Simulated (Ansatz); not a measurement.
Partial pair distribution functions of a relaxed model of amorphous Ti10Al12O38, broadened by 0.06 Å; density 3.14 g/cm³. The numbers are results of PBE, scalar-relativistic without spin-orbit coupling (plane waves to 420 eV, PAW; Ansatz, a quantum-chemistry and plane-wave program), not measurements.

It comes from a melt-quench run on a machine-learned potential (CHGNet), relaxed afterwards by DFT. O atoms were pushed apart under 1.9 Å during the dynamics, to hinder bonds among them. The hot cell started wider than the set density and was brought back towards it in steps. It is the lowest in DFT energy of 2 quenches. It is a model cell: composition and starting density were chosen by hand, and all elements were melted together. No dispersion term was used. Its density started from a set value of 3.14 and ended at 3.14 g/cm³. Cooling (nominally 140 K/ps over its main leg) ran many orders faster than in experiment, which tends to leave more defects and strain. A cell of this size samples the disorder only roughly. The volume was held where the preparation left it and the shape relaxed, at a PBE pressure of -1.0 GPa (tension). Stress components on the final sampling reach 1.1 GPa.

| r (Å) | g Al-O | g Ti-O | g Ti-Ti | g Al-Al |
|---|---|---|---|---|
| 1.55 | 0.01 | 0.01 | 0.00 | 0.00 |
| 1.65 | 0.89 | 0.50 | 0.00 | 0.00 |
| 1.75 | 7.93 | 3.37 | 0.00 | 0.00 |
| 1.85 | 8.42 | 5.71 | 0.00 | 0.00 |
| 1.95 | 2.53 | 5.96 | 0.00 | 0.00 |
| 2.05 | 0.74 | 3.20 | 0.00 | 0.00 |
| 2.15 | 0.13 | 1.46 | 0.00 | 0.00 |
| 2.25 | 0.00 | 0.90 | 0.00 | 0.00 |
| 2.35 | 0.01 | 0.38 | 0.00 | 0.00 |
| 2.45 | 0.16 | 0.06 | 0.00 | 0.00 |
| 2.55 | 0.22 | 0.00 | 0.00 | 0.22 |
| 2.65 | 0.09 | 0.00 | 0.00 | 0.78 |
| 2.75 | 0.51 | 0.02 | 0.00 | 0.19 |
| 2.85 | 0.39 | 0.13 | 0.04 | 0.42 |
| 2.95 | 0.04 | 0.24 | 0.80 | 2.05 |
| 3.05 | 0.24 | 0.47 | 2.01 | 3.70 |
| 3.15 | 0.61 | 0.23 | 1.55 | 3.42 |
| 3.25 | 0.80 | 0.23 | 1.97 | 3.33 |
| 3.35 | 0.82 | 0.41 | 0.77 | 1.97 |
| 3.45 | 0.69 | 0.45 | 0.20 | 1.79 |
| 3.55 | 0.83 | 0.83 | 2.36 | 0.94 |
| 3.65 | 1.11 | 1.14 | 3.19 | 0.08 |
| 3.75 | 1.14 | 1.35 | 1.73 | 0.00 |
| 3.85 | 1.37 | 1.56 | 0.96 | 0.00 |
| 3.95 | 1.30 | 1.16 | 0.77 | 0.00 |
| 4.05 | 1.44 | 1.13 | 0.39 | 0.00 |
| 4.15 | 1.46 | 1.60 | 0.46 | 0.07 |
| 4.25 | 1.61 | 2.08 | 0.57 | 0.36 |
| 4.35 | 1.39 | 1.47 | 1.13 | 0.74 |
| 4.45 | 1.46 | 1.40 | 1.12 | 1.06 |

Within 2.22 Å each Al has 4.42 O neighbours on average.
